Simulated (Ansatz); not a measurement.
The parent structure is InSb in the zinc blende structure (space group F-43m, No. 216; a = 6.450 Å). Axes: x, y, z lie along the cube axes.

All numbers come from LDA in Ansatz (plane waves to 420 eV, PAW, no spin-orbit coupling).

Before the change:

| Item | Result |
|---|---|
| Pressure | 0.0 GPa |
| Shortest interatomic distance | 2.793 Å |
| Band gap | zero |

Perturbation: the cell is stretched by 1.50 % along z with no lateral relaxation; the atoms relax in the strained cell.

Estimate the effect on the pressure.

The pressure (mean of the normal stresses, compression positive) goes from zero to -0.7 GPa.

How does this affect the shortest interatomic distance?

The shortest interatomic distance rises by 0.014 Å, from 2.793 Å to 2.807 Å.

Estimate the effect on the energy relative to the base.

The energy increases by 1.5 meV/atom.

Predict the new band gap.

The band gap remains zero.

With Sb present, leaving out spin-orbit coupling can change the band edges. Whether these cells are dynamically stable was not tested. The final runs are not spin-polarised. A zero or small gap of InSb can be the functional's error rather than a property of the material.

Ansatz is an electronic-structure program.
